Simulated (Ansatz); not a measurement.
CuF2 (P2₁/c, No. 14), treated with r²SCAN+rVV10 (Ansatz, a quantum-chemistry and plane-wave program, plane waves, PAW).

Run with plane-wave cutoff 500 eV, 14×10×10 k mesh (along the axes of the cell as run), Fermi–Dirac smearing 0.05 eV, spin-polarised start, scalar-relativistic PAW data made under PBE.

Cell (relaxed at this level):

```cif
data_Cu2F4
_chemical_formula_sum 'Cu2 F4'
_space_group_name_H-M_alt 'P21/c'
_space_group_IT_number 14
_space_group_name_Hall '-P 2ybc'
_cell_length_a 3.31549
_cell_length_b 4.47621
_cell_length_c 5.27947
_cell_angle_alpha 90.000
_cell_angle_beta 120.634
_cell_angle_gamma 90.000
loop_
_atom_site_label
_atom_site_type_symbol
_atom_site_symmetry_multiplicity
_atom_site_Wyckoff_symbol
_atom_site_fract_x
_atom_site_fract_y
_atom_site_fract_z
_atom_site_occupancy
Cu1 Cu 2 b 0.50000 0.50000 0.50000 1
F1 F 4 e 0.24309 0.80791 0.21301 1
```

Task: What does this level give for the band gap?

Result: 
- band gap: 0.70 eV (on the SCF k mesh)

Note: the magnetic order was assumed, not searched for or taken from measurement.

Computed values are for the static lattice.

Computing time: about 40 core-minutes (a rough figure).
